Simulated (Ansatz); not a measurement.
## BeTe (model structure, started from the beta GaS type, P6₃/mmc, No. 194, 8 atoms in the cell): properties by level of theory

```tsv
level (code)	equilibrium lattice constant a (Å)	lattice parameter c (Å)	enthalpy of formation (eV/atom)
PBE (Ansatz)	3.961	…	…
PBEsol (Ansatz)	…	15.489	…
PBE-D3(BJ) (Ansatz)	3.896	…	-0.181
```

**Question.** Some entries are withheld; supply them.

**Answer.** 
- PBE (Ansatz, a first-principles code), lattice parameter c (Å): 16.654
- PBE (Ansatz), enthalpy of formation (eV/atom): -0.284
- PBEsol (Ansatz), equilibrium lattice constant a (Å): 3.916
- PBEsol (Ansatz), enthalpy of formation (eV/atom): -0.253
- PBE-D3(BJ) (Ansatz), lattice parameter c (Å): 14.785

Ansatz's density-functional and Hartree–Fock values are scalar-relativistic unless marked +SOC, with PAW data made under PBE.

The computed numbers hold no vibrational or temperature effects.

A model structure was made by putting elements into a prototype or built by hand; it is no filed structure, need not be a known phase, and can be a saddle point held by its symmetry.
